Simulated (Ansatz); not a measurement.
Levels about the gap of amorphous Zr20O41Cu2 (63 atoms in a cell of 807 Å³, 5.36 g/cm³; zone centre alone, so wide bands show as single levels with stretches between that a denser mesh fills), at the geometry that PBE relaxed, where it gives -0.9 GPa on a denser mesh. The participation number counts the atoms over which a state spreads; weights are charges in smoothed Voronoi cells. The levels come from a single point, so bond lengths are those of that geometry. Method of the levels: PBE, scalar-relativistic without spin-orbit coupling (Ansatz, a quantum-chemistry and plane-wave program). Sampling: the zone centre alone; Fermi-Dirac width 0.02 eV; no spin polarisation. At PBE the levels at the filled edge of the gap are localised (band-tail or defect states), and the nearest spread-out levels lie 3.9 eV apart at the zone centre.

The cell was made by melting and quenching with the CHGNet potential and then relaxed with DFT. O atoms were pushed apart under 1.9 Å during the dynamics, to hinder bonds among them. The hot cell started wider than the set density and was brought back towards it in steps. It is the lowest in DFT energy of 2 quenches. It is a model cell: composition and starting density were chosen by hand, and all elements were melted together. No dispersion term was used. Its density started from a set value of 5.36 and ended at 5.36 g/cm³. The quench (nominally 300 K/ps over its main leg) was far faster than any real one, so the model tends to hold more defects than a real film. Values belong to this one cell and scatter from quench to quench. The volume was held where the preparation left it and the shape relaxed, at a PBE pressure of -0.9 GPa (tension). Stress components on the final sampling reach 1.0 GPa.

| E - E(highest filled), eV | filling | participation number | largest on | weight Cu | weight Zr | weight O |
|---|---|---|---|---|---|---|
| -0.65 | filled | 3.1 | Cu, 5 neighbours | 0.78 | 0.02 | 0.19 |
| -0.61 | filled | 2.7 | Cu, 4 neighbours | 0.80 | 0.02 | 0.18 |
| -0.42 | filled | 1.8 | Cu, 5 neighbours | 0.77 | 0.03 | 0.20 |
| -0.34 | filled | 1.6 | Cu, 4 neighbours | 0.80 | 0.03 | 0.18 |
| -0.17 | filled | 1.7 | Cu, 4 neighbours | 0.77 | 0.03 | 0.20 |
| -0.04 | filled | 3.6 | Cu, 4 neighbours | 0.68 | 0.06 | 0.26 |
| 0.00 | filled | 3.6 | Cu, 5 neighbours | 0.67 | 0.05 | 0.28 |
| 2.34 | empty | 21.3 | Zr, 6 neighbours | 0.01 | 0.64 | 0.35 |
| 2.48 | empty | 22.0 | Zr, 7 neighbours | 0.04 | 0.62 | 0.34 |
| 2.58 | empty | 21.8 | Zr, 6 neighbours | 0.02 | 0.64 | 0.34 |
| 2.61 | empty | 27.5 | Zr, 6 neighbours | 0.03 | 0.65 | 0.32 |
| 2.74 | empty | 24.1 | Zr, 7 neighbours | 0.03 | 0.65 | 0.32 |
| 2.79 | empty | 29.7 | Zr, 6 neighbours | 0.04 | 0.61 | 0.35 |
| 2.87 | empty | 26.0 | Zr, 7 neighbours | 0.02 | 0.64 | 0.34 |

Most localised among these is the filled level at -0.34 eV, on a Cu atom, which has 4 neighbours (O 1.87 Å, O 1.88 Å, O 2.21 Å, Zr 2.85 Å).
